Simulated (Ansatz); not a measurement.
We consider PrIn₃ (Pm-3m, No. 221), described by r²SCAN+rVV10 (PAW; Ansatz, a quantum-chemistry and plane-wave program).

Run with plane-wave cutoff 560 eV, 12×12×12 k mesh, Fermi–Dirac smearing 0.05 eV, spin-polarised with parallel moments, scalar-relativistic PAW data made under PBE.

Computed at the level's own relaxed cell.

Problem. Predict the equilibrium lattice constant a.

Solution. 
- equilibrium lattice constant a = 4.677 Å

Note: the magnetic order was assumed, not searched for or taken from measurement; the 4f shell is treated without U or exact exchange, so its levels and filling can be wrong.

Spin–orbit coupling is not included.

Computed values are for the static lattice.

It cost roughly 9 core-minutes of CPU time.
